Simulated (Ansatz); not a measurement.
Computed paths: interstitial H in zinc-blende AlAs, charge state +1

Defect: interstitial H in zinc-blende AlAs, charge state +1. Level of theory: PBE, PAW (plane waves to 420 eV; Ansatz, a first-principles code).

Cell of 64 host sites held at the relaxed PBE lattice; one k-point at (0.250, 0.250, 0.250); Fermi-Dirac width 0.01 eV, spin-restricted; finite-size errors left in. No zero-point or tunnelling terms. The charge state is imposed; whether it is stable for some Fermi level was not computed. Sites that were not tried may lie lower.

Barriers: single points on a 2×2×2 k-point mesh shifted by half a step at the bands' geometries (they differ from the bands' own by up to 0.08 eV, and are uncertain by about as much).

```
Route                                      Start site over the lowest site run (eV)  Hop (Å)  Forward barrier (eV)  Backward barrier (eV)   Neighbours at the start              Neighbours at the saddle  Saddle order  Forward, on the band's own sampling (eV)
-----------------------------------------  ----------------------------------------  -------  --------------------  ---------------------  ------------------------  ------------------------------------  ------------  ----------------------------------------
a concerted move, in which H travels most                                      0.00     1.97                  0.30                   0.30  Al at 1.84; As at 1.57 Å              Al at 2.16; As at 1.56 Å   first order                                      0.26
a concerted move, in which H travels most                                      0.00     2.07                  0.47                   0.47  Al at 1.84; As at 1.57 Å  Al at 1.79; As at 1.95, As at 1.98 Å   first order                                      0.39
```

Paths come from nudged elastic bands with a climbing image. Of the routes that converged and passed our checks, the lowest saddle point lies 0.30 eV above the lowest of the sites run (a concerted move, in which H travels most); other sites, such as split forms, and other routes may lie lower.
